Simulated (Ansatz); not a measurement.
Abridged Ansatz (a program for electronic structure) output:

```
Relaxation: its limit of steps is 50 (relax.max_steps)
Pseudopotential: W, paw, valence charge 14
Pseudopotential: C, paw, valence charge 4
Crystal: 2 atoms, lattice volume = 20.194 Å³
Basis set: ecut = 500 eV, 527 PW (Γ), exchange–correlation on 96×96×96 points (64 copies of the dense FFT grid, shifted against one another)
Bands: 13, of which v1, the nominal top of the filled ones, is band 9 counted from 1 (8 counted from 0)
Symmetry: 12 space group operations
k-points: 616 of 10580 (time reversal used)
Functional: x = r2scan, c = r2scan; τ floored in thin density (d = 2e-4 eV/Å³)
SCF iter   1: F=—  HF=-10651.055440 eV  |F-HF|=—  |Δ(HF+E_count)|=         —  Δρ=1.27e-1  dr2=4.29e0  dr2_τ=5.13e-1  ethr=3.10e-3  ⟨swp⟩=5.4  Hψ=39470  notcnv=0
SCF iter   2: F=—  HF=-10650.257825 eV  |F-HF|=—  |Δ(HF+E_count)|=   7.98e-1  Δρ=4.54e-2  dr2=4.43e-1  dr2_τ=9.68e-2  ethr=3.10e-3  ⟨swp⟩=2.9  Hψ=19169  notcnv=0
SCF 1 converged in 7 iterations: F = -10650.228825 eV  dr2 = 3.96e-9
relax step   1: F+E_penalty+E_count = -10650.22882467 eV  Δ(F+E_penalty+E_count) = +0.000e0 eV  max|allowed force component| = 2.700e-16 eV/Å  Δτ_max = 0.0000 Å  P = +12.511 GPa  Ω = 20.194 Å³  fix = [a, b, gamma]  reactions: a +20.164, b +20.164 GPa  (7 SCF iters, dr2 threshold 1.00e-7 eV, accepted)
[... steps on the carried basis left out ...]
relax step   4: F+E_penalty+E_count = -10650.22931795 eV  Δ(F+E_penalty+E_count) = -1.576e-7 eV  max|allowed force component| = 2.495e-16 eV/Å  Δτ_max = 0.0000 Å  P = +13.832 GPa  Ω = 20.140 Å³  energy of the carried Pulay correction = +1.668e-5 eV  fix = [a, b, gamma]  reactions: a +20.748, b +20.748 GPa  (4 SCF iters, dr2 threshold 8.60e-10 eV, accepted)
Crystal: 2 atoms, lattice volume = 20.140 Å³
SCF iter   1: F=—  HF=-10650.229301 eV  |F-HF|=—  |Δ(HF+E_count)|=         —  Δρ=6.83e-6  dr2=1.18e-9  dr2_τ=9.78e-9  ethr=5.52e-8  ⟨swp⟩=3.5  Hψ=63629  notcnv=0
SCF iter   2: F=—  HF=-10650.229301 eV  |F-HF|=—  |Δ(HF+E_count)|=   2.92e-7  Δρ=3.35e-6  dr2=2.82e-10  dr2_τ=2.49e-10  ethr=6.53e-12  ⟨swp⟩=3.1  Hψ=16640  notcnv=0
SCF 5 converged in 5 iterations: F = -10650.229301 eV  dr2 = 1.59e-13
SCF converged after 5 iterations
Free energy (F): -10650.229301 eV
Internal energy: -10650.221187 eV  (E = F + TS)
E sigma→0 (E₀):  -10650.225244 eV
Entropy (-TS):   -0.008114 eV (-4.057 meV/atom)
Fermi energy:    21.046884 eV
--- Forces (eV/Å), atoms counted from 1 ---
  atom   1  W      0.00000000     0.00000000    -0.00000000
  atom   2  C     -0.00000000    -0.00000000     0.00000000
--- Stress (GPa, compression-positive) ---
       20.748719       0.000000       0.000000
        0.000000      20.748719      -0.000000
        0.000000      -0.000000      -0.000942
  P = ⅓ Tr σ = 13.8322 GPa (138.322 kbar)
--- Relaxed structure (4 steps of the walk, 4 accepted, 1 SCFs on fresh bases) ---
  cell:  # Å, volume = 20.1395 Å³
    - [2.852781212413065, 4.052520178667532e-96, 3.3626648207618784e-35]
    - [1.4263906062065326, 2.4705810013886853, -1.2336115276318125e-19]
    - [3.3773021242034326e-35, -1.4306523747084385e-19, 2.85746734699804]
  atoms:
    - { symbol: W, position: [-1.8503717079240065e-17, -1.850371707924006e-17, 8.349737876422613e-35] }
    - { symbol: C, position: [0.6666666666666667, 0.6666666666666666, 0.5] }
```

Problem. What was computed, and what are the main results?

Solution. WC, 2 atoms in the cell, with Ansatz r2SCAN, no SOC, earlier PAW set. The last SCF converged to F = -10650.229301 eV, or -5325.1147 eV per atom, at a pressure of 13.83 GPa. The total energy compares only with runs of the same code, potentials and settings.

The cells carry an imposed strain or load. Stability against distortions was not tested. All final runs are without spin polarisation. The cell was made from WC (space group P-6m2, No. 187) by this change: biaxial strain −2.07 %, plane normal [001], relaxed out of plane.

Keys are those of Ansatz 0.2.
